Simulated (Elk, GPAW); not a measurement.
A GPAW input for a self-consistent single point of SrZnSbF (P4/nmm, 8 atoms in the cell) (DFT LDA (Perdew-Wang 92), plane waves, GPAW PAW datasets LDA (gpaw-data 1.0.1)):

```python
from ase import Atoms
from ase.units import GPa
from gpaw import GPAW, PW

atoms = Atoms(['Sr', 'Sr', 'Zn', 'Zn', 'Sb', 'Sb', 'F', 'F'],
              cell=[[4.354540, 0.000000, 0.000000],
                    [0.000000, 4.354540, 0.000000],
                    [0.000000, 0.000000, 9.476160]],
              scaled_positions=[[0.000000, 0.500000, 0.860100],
                                [0.500000, 0.000000, 0.139900],
                                [0.500000, 0.500000, 0.500000],
                                [0.000000, 0.000000, 0.500000],
                                [0.000000, 0.500000, 0.320980],
                                [0.500000, 0.000000, 0.679020],
                                [0.500000, 0.500000, 0.000000],
                                [0.000000, 0.000000, 0.000000]],
              pbc=True)

calc = GPAW(mode=PW(900),
            xc='LDA',
            kpts=(5, 5, 3),
            occupations={'name': 'methfessel-paxton', 'width': 0.136, 'order': 0},
            nbands=-14,
            convergence={'density': 1e-05},
            symmetry={'symmorphic': False, 'tolerance': 0.0005},
            maxiter=120,
            txt='-')

atoms.calc = calc

energy = atoms.get_potential_energy()
print('Energy (eV):', round(energy, 6))
forces = atoms.get_forces()
print('Forces (eV/Ang):')
print(forces.round(5))
stress = atoms.get_stress()
print('Stress (GPa, Voigt):', (stress / GPa).round(4))
```

Write the same calculation as an input for Elk.

This is the input that was run; spellings and numerical settings could be chosen otherwise.

```
tasks
  0

xctype
  3

rgkmax
  7.0

stype
  0

swidth
  0.00499791

scale
  8.228887999

avec
    1.0000000000    0.0000000000    0.0000000000
    0.0000000000    1.0000000000    0.0000000000
    0.0000000000    0.0000000000    2.1761563793

atoms
  4   : nspecies
  'Sr.in'   : spfname
  2   : natoms; atposl, bfcmt below
  0.0000000000  0.5000000000  0.8601000000    0.0 0.0 0.0
  0.5000000000  0.0000000000  0.1399000000    0.0 0.0 0.0
  'Zn.in'   : spfname
  2   : natoms; atposl, bfcmt below
  0.5000000000  0.5000000000  0.5000000000    0.0 0.0 0.0
  0.0000000000  0.0000000000  0.5000000000    0.0 0.0 0.0
  'Sb.in'   : spfname
  2   : natoms; atposl, bfcmt below
  0.0000000000  0.5000000000  0.3209800000    0.0 0.0 0.0
  0.5000000000  0.0000000000  0.6790200000    0.0 0.0 0.0
  'F.in'   : spfname
  2   : natoms; atposl, bfcmt below
  0.5000000000  0.5000000000  0.0000000000    0.0 0.0 0.0
  0.0000000000  0.0000000000  0.0000000000    0.0 0.0 0.0

ngridk
  5 5 3
```

Basis, cutoffs, solver keys and any potentials are the target program's own. This input uses DFT, LDA (PW92), all-electron FP-LAPW, Elk's shipped species files, default APW+lo basis. LDA parametrisations can differ slightly between programs.

The starting cell comes from a database of computed structures (which also holds hypothetical and non-ambient phases and stackings), without a prior relaxation at this level.
